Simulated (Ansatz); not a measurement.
A 18-atom cell of (Ta,Nb)Si2 started in the CrSi2 (C40) type structure, site fractions Ta 0.667, Nb 0.333, short-range order -0.12 in the first shell of the mixed sites (0 is random, a negative value favours unlike neighbours), space group P1 at the end. The mixed sublattice has 6 sites.

The mixing enthalpy is taken against the end members in the CrSi2 (C40) type type (which need not be the stable form of TaSi2 and NbSi2), relaxed in the same cell and mesh.

The numbers are results of PBE (plane waves to 420 eV, PAW; Ansatz, a program for electronic structure), not measurements. No spin–orbit coupling; the runs are not spin-polarised. Its k-point mesh 7×5×5, Fermi–Dirac width 0.05 eV.

| cell | energy at zero smearing (eV) |
|---|---|
| TaSi2 | -67231.852 |
| NbSi2 | -34953.472 |
| NbTa2Si6 | -56472.411 |

Work out the mixing enthalpy per mixed site and the interaction parameter Ω of a regular solution.

With x = 2/6 of the second end member, ΔH = [-56472.411 − 4/6 × (-67231.852) − 2/6 × (-34953.472)] / 6 = -3 meV against the separate end members. Ω = ΔH / x(1 − x) = -14 meV.
